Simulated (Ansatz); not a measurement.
A computed series for CdSe: response to strain

Take CdSe in the wurtzite structure (space group P6_3mc, No. 186) as the base.

```
CELL_PARAMETERS angstrom
      4.24755     0.00000     0.00000
     -2.12377     3.67848     0.00000
      0.00000     0.00000     6.94096
ATOMIC_POSITIONS crystal
  Cd 0.33333 0.66667 0.00031
  Cd 0.66667 0.33333 0.50031
  Se 0.33333 0.66667 0.37569
  Se 0.66667 0.33333 0.87569
```

Strains are applied to the cell and any free atomic positions relax.

Method: Kohn–Sham DFT with the LDA functional, run in Ansatz (a program for electronic structure) with PAW and 420 eV plane waves, no spin-orbit coupling.

Notes on the quantities. pressure: mean of the normal stresses, compression positive.

```tsv
variant	pressure	band gap	electron mass	volume per atom
base	0.00 GPa	0.46 eV	0.047 mₑ (at Γ)	27.11 Å³
isotropic strain +0.60 %	-0.99 GPa	[?]	0.044 mₑ (at Γ)	27.60 Å³
isotropic strain +1.20 %	[?]	0.39 eV	0.041 mₑ (at Γ)	28.10 Å³
isotropic strain +1.80 %	-2.72 GPa	0.35 eV	0.038 mₑ (at Γ)	28.60 Å³
isotropic strain +2.40 %	-3.47 GPa	0.31 eV	0.035 mₑ (at Γ)	29.11 Å³
isotropic strain +3.00 %	-4.15 GPa	0.28 eV	[?]	29.63 Å³
```

Q: Fill in the withheld entries from the trend.

A: 
- isotropic strain +0.60 %, band gap: 0.42 eV
- isotropic strain +1.20 %, pressure: -1.90 GPa
- isotropic strain +3.00 %, electron mass: 0.032 mₑ (at Γ)

Effective masses come from finite differences of ±0.01 Å⁻¹. No phonon test of stability was made. A zero or small gap of CdSe under isotropic strain +3.00 % can be the functional's error rather than a property of the material.
